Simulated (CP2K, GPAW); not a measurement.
A CP2K input for a self-consistent single point of NaCl (Fm-3m, 2 atoms in the cell) (DFT PBE, GPW, DZVP-MOLOPT-SR-GTH basis, GTH-PBE potentials (GTH_POTENTIALS)):

```
&GLOBAL
  PROJECT scf
  RUN_TYPE ENERGY_FORCE
  PRINT_LEVEL MEDIUM
&END GLOBAL
&FORCE_EVAL
  METHOD Quickstep
  STRESS_TENSOR ANALYTICAL
  &DFT
    BASIS_SET_FILE_NAME BASIS_MOLOPT
    POTENTIAL_FILE_NAME GTH_POTENTIALS
    &QS
      METHOD GPW
      EPS_DEFAULT 1E-10
    &END QS
    &MGRID
      CUTOFF 950
      REL_CUTOFF 50
      NGRIDS 5
    &END MGRID
    &SCF
      SCF_GUESS ATOMIC
      EPS_SCF 1E-7
      MAX_SCF 100
      ADDED_MOS 4
      &DIAGONALIZATION
        ALGORITHM STANDARD
      &END DIAGONALIZATION
      &MIXING
        METHOD BROYDEN_MIXING
        ALPHA 0.2
        NBUFFER 8
      &END MIXING
      &SMEAR ON
        METHOD FERMI_DIRAC
        ELECTRONIC_TEMPERATURE [K] 232.09
      &END SMEAR
    &END SCF
    &KPOINTS
      SCHEME MONKHORST-PACK 8 8 8
      GAMMA_CENTERED T
    &END KPOINTS
    &XC
      &XC_FUNCTIONAL PBE
      &END XC_FUNCTIONAL
    &END XC
    &PRINT
      &MO
        EIGENVALUES T
        OCCUPATION_NUMBERS T
        NDIGITS 8
        FILENAME mo
        &EACH
          QS_SCF 0
        &END EACH
        ADD_LAST NUMERIC
      &END MO
      &MULLIKEN ON
      &END MULLIKEN
    &END PRINT
  &END DFT
  &SUBSYS
    &CELL
      A 3.89015800 0.00000000 0.00000000
      B 1.94507900 3.36897600 0.00000000
      C 1.94507900 1.12299200 3.17630100
      PERIODIC XYZ
    &END CELL
    &COORD
      SCALED
      Na       0.00000000     0.00000000     0.00000000
      Cl       0.50000000     0.50000000     0.50000000
    &END COORD
    &KIND Na
      BASIS_SET DZVP-MOLOPT-SR-GTH-q9
      POTENTIAL GTH-PBE-q9
    &END KIND
    &KIND Cl
      BASIS_SET DZVP-MOLOPT-SR-GTH-q7
      POTENTIAL GTH-PBE-q7
    &END KIND
  &END SUBSYS
  &PRINT
    &FORCES ON
    &END FORCES
    &STRESS_TENSOR ON
    &END STRESS_TENSOR
  &END PRINT
&END FORCE_EVAL
```

Translate this input to GPAW.

This is the input that was run; spellings and numerical settings could be chosen otherwise.

```python
from ase import Atoms
from ase.units import GPa
from gpaw import GPAW, PW, FermiDirac

atoms = Atoms(['Na', 'Cl'],
              cell=[[0.000000, 2.750757, 2.750757],
                    [2.750757, 0.000000, 2.750757],
                    [2.750757, 2.750757, 0.000000]],
              scaled_positions=[[0.000000, 0.000000, 0.000000],
                                [0.500000, 0.500000, 0.500000]],
              pbc=True)

calc = GPAW(mode=PW(850),
            xc='PBE',
            kpts={'size': (8, 8, 8), 'gamma': True},
            occupations=FermiDirac(0.02),
            nbands=-8,
            convergence={'forces': 0.001, 'bands': -6},
            symmetry={'symmorphic': False, 'tolerance': 0.0005},
            maxiter=120,
            txt='-')

atoms.calc = calc

energy = atoms.get_potential_energy()
print('Energy (eV):', round(energy, 6))
forces = atoms.get_forces()
print('Forces (eV/Ang):')
print(forces.round(5))
stress = atoms.get_stress()
print('Stress (GPa, Voigt):', (stress / GPa).round(4))
```

Basis, cutoffs, solver keys and any potentials are the target program's own. This input uses DFT PBE, plane waves, GPAW PAW datasets PBE (gpaw-data 1.0.1). Both were run: pressure 3.52 GPa in CP2K and 3.10 in GPAW; gap on the mesh 5.367 eV in CP2K and 5.418 in GPAW.

On CP2K: the starting cell comes from a database of computed structures (which also holds hypothetical and non-ambient phases and stackings), without a prior relaxation at this level. Its lattice was rescaled by a random factor within 2.5 % of one. Values carry the incompleteness of an atom-centred basis. With a pressure of about 4 GPa the cell is away from its equilibrium volume at this level.

On GPAW: the starting cell comes from a database of computed structures (which also holds hypothetical and non-ambient phases and stackings), without a prior relaxation at this level. Its lattice was rescaled by a random factor within 2.5 % of one. With a pressure of about 3 GPa the cell is away from its equilibrium volume at this level.
